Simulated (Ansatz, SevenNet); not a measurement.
## Ladder of methods for the elastic constant C12 of rock-salt ZrN

Reference value: 88 GPa (measured, temperature not stated, not corrected to a static lattice; as tabulated in Wu et al. (2005), arXiv:cond-mat/0412374).

```tsv
level (code)	value (GPa)	cell (Å³/atom)	difference (%)
SevenNet-0	159	12.29	+81
LDA (Ansatz)	116	11.58	+32
BLYP (Ansatz)	111	12.54	+26
PBE (Ansatz)	110	12.13	+25
RPBE (Ansatz)	107	12.32	+22
PBE-D3(BJ) (Ansatz)	106	11.84	+20
HSE06 (Ansatz)	117	11.86	+33
```

Once the reference is moved by up to 10.0 % (a margin picked here for doubts on the reference and the settings, and for temperature and zero-point motion) and values within 1.7 % count as equal, the nearest can be PBE-D3(BJ) (+20 %) or RPBE (+22 %). Among them SevenNet-0 (+81 %) misses by most. All 7 levels lie above the reference.

The measured value isn't corrected to a static lattice, so vibrations enter the comparison.  PBE-D3(BJ): the dispersion coefficients are held fixed in the derivatives. HSE06: hybrids on metals are sensitive to the k mesh. HSE06: the run warned that the count of filled bands differs between k points. Each level is taken at its own relaxed cell. K meshes differ between the levels. Ansatz's density-functional and Hartree–Fock values are scalar-relativistic unless marked +SOC, with PAW data made under PBE.

Machine-learned potentials (SevenNet-0) are trained on DFT data: a solid inside that data is no test of them.

Differences are worked out from the printed values.

Ansatz is a program for electronic structure.
